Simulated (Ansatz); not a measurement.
The starting structures come from a database of crystals and need not be the phases stable at ambient conditions.

Here is the system:

```
Na2ZnS2
1.0
    5.84793     0.00000     0.00000
    0.00000     6.38108     0.00000
    2.92396     3.19054     5.57022
Na Zn S
4 2 4
Direct
  0.85823   0.51061   0.28354
  0.14177   0.48939   0.71646
  0.64177   0.79415   0.71646
  0.35823   0.20585   0.28354
  0.75000   0.00000   0.00000
  0.25000   0.00000   0.00000
  0.38833   0.67432   0.22334
  0.61167   0.32568   0.77666
  0.11167   0.89766   0.77666
  0.88833   0.10234   0.22334
```

Space group of this cell: Ibam. The cell is taken as given.

Transport runs along the normal of the first two printed cell vectors.

No gap correction and no spin-orbit coupling; mid-gap values are interpolated between computed energies.

Q: Predict the band gap and the smallest decay constant κ at mid-gap from r2SCAN run with Ansatz (an electronic-structure program).

A: Gap 3.10 eV on a 6×6×6 mesh; κ = 0.253 1/Å, at the zone centre.
